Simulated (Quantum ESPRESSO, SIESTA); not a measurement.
**Equation of state of fcc Pd (space group 225): energy against volume (SIESTA, LDA)**

```xyz
1
Lattice="0.0000 1.8694 1.8694 1.8694 0.0000 1.8694 1.8694 1.8694 0.0000" Properties=species:S:1:pos:R:3 pbc="T T T"
Pd     0.0000     0.0000     0.0000
```

Method of the run: SIESTA 5.4.2 with LDA PW92, numerical atomic orbitals DZP, PseudoDojo LDA standard norm-conserving potentials (rewritten from UPF to PSML). Settings: XC.functional = LDA; XC.authors = PW92; potentials = PseudoDojo LDA standard; PAO.BasisSize = DZP; PAO.EnergyShift = 0.01 Ry; MeshCutoff = 390 Ry; kgrid.MonkhorstPack = 26 26 26; OccupationFunction = FD; ElectronicTemperature = 50 meV; MaxSCFIterations = 150; SCF.Mixer.Method = Pulay; SCF.Mixer.Weight = 0.1; SCF.Mixer.History = 6; SCF.DM.Tolerance = 1.0E-05. The cell above is the first row's. The rows scale it uniformly. In all rows the k mesh is held. E is the free energy at the stated smearing, counted from the lowest row.

| V (Å^3/atom) | E (meV/atom) |
|---|---|
| 13.065 | ? |
| 13.349 | 37.27 |
| 13.633 | 14.34 |
| 13.917 | 2.31 |
| 14.201 | 0.00 |
| 14.485 | 6.47 |
| 14.769 | 20.79 |
| 15.053 | 42.03 |
| 15.337 | 69.49 |

Problem. Fit E against V with the third-order Birch-Murnaghan form, a cubic in V^(-2/3), and predict the withheld value at V = 13.065.

Solution. With u = V^(-2/3) - 0.170, the rows have u = 0.007705, 0.005229, 0.002837, 0.000525, -0.001712, -0.003876, -0.005972, -0.008003. Least squares gives E = 0.784 - 1887.50·u + 848625·u² + 1442077·u³. Residuals (row less fit): -0.011, 0.016, 0.018, -0.027, -0.025, 0.025, 0.015, -0.013; standard error 0.028 (degrees of freedom: 4). Its minimum lies at u = 0.001109, so V0 = (0.171109)^(-3/2) = 14.13. There d²E/du² = 1707000 and d³E/du³ = 8652000, so B0 = (4/9) × 14.13^(-7/3) × 1707000 × 0.160218 = 252 GPa (the last factor turns the table's units into GPa), and B0' = 4 + (2/3) × 0.171109 × (8652000)/1707000 = 4.6. The program's pressures in the fitted runs (not shown) pass through zero at V = 14.13, 0.00 % from this V0. At the withheld row, u = 0.010271, so E = 0.784 - 1887.50 × 0.010271 + 848625 × 0.010271² + 1442077 × 0.010271³ = 72.484 meV/atom. The calculation gives 72.65 meV/atom, 0.166 meV/atom above the prediction (0.2 % of the range of E in the table). The row lies outside the fitted rows, so this is an extrapolation. From the scatter of the fitted rows alone, a prediction at this place has a standard error of 0.082 meV/atom, so the miss is 2.0 times that.

Carrying the step between the two nearest rows on in a straight line would have given 60.20, off by 12.45; series whose last step already gives the withheld value aren't shown. The scan was laid around a cell of about the measured size, scaled by a guess for this functional. A plane-wave scan with the same functional (Quantum ESPRESSO, GBRV) gives V0 = 14.22 Å^3/atom and B0 = 228 GPa; a Birch-Murnaghan fit to all rows here lies -0.7 % from it in V0 and 11 % in B0; the two differ in basis, and may differ in potentials and mesh. Spin polarisation is off. Values carry the incompleteness of an atom-centred basis. Cutoffs and mesh are single choices, not tested for convergence of this quantity. Series with a scatter that would blur these digits, or in which a gap closes, are not shown. Nor are scans whose minimum lies at an end fitted in this form.
